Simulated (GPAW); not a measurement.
Band structure of LiMg₃ (P6_3/mmc, 8 atoms in the cell).

```
CELL_PARAMETERS angstrom
      6.27104     0.00000     0.00000
     -3.13552     5.43088     0.00000
      0.00000     0.00000     5.06495
ATOMIC_POSITIONS crystal
  Li 0.66667 0.33333 0.75000
  Li 0.33333 0.66667 0.25000
  Mg 0.16737 0.33475 0.75000
  Mg 0.83262 0.66525 0.25000
  Mg 0.83262 0.16737 0.25000
  Mg 0.16737 0.83262 0.75000
  Mg 0.66525 0.83262 0.75000
  Mg 0.33475 0.16737 0.25000
```

Computed with PBEsol, GPAW PAW datasets PBEsol (made by gpaw-setup) (plane waves; GPAW).

Settings: mode = pw; ecut = 850 eV; xc = PBEsol; kpts = 5 5 5; mesh shift (steps) = 0 0 0; occupations.name = fermi-dirac; occupations.width = 0.136 eV; nbands = -16; convergence.density = 1e-05 e/electron; convergence.energy = 1e-05 eV/electron; symmetry.symmorphic = false; symmetry.tolerance = 0.0005; maxiter = 150; bandpath_npoints = 40.

The starting cell comes from a database of computed structures (which also holds hypothetical and non-ambient phases and stackings), without a prior relaxation at this level.

Levels in eV from the Fermi level, bands 28 to 35:
```tsv
point	28	29	30	31	32	33	34	35
Γ	-1.62	-1.56	-1.56	-1.19	-1.12	0.25	3.27	3.27
M	-2.42	-0.11	0.10	0.59	1.09	1.58	1.69	1.96
K	-0.10	0.10	0.10	0.19	0.49	0.49	0.80	1.48
A	-0.75	-0.54	-0.54	-0.54	-0.54	0.19	0.19	0.19
L	-3.42	-1.45	-1.45	-1.03	-1.03	2.90	2.90	3.10
H	-3.49	-2.61	-2.61	0.77	0.77	1.27	1.27	2.79
```

Bands cross the Fermi level along this path, so the cell is metallic at this level.
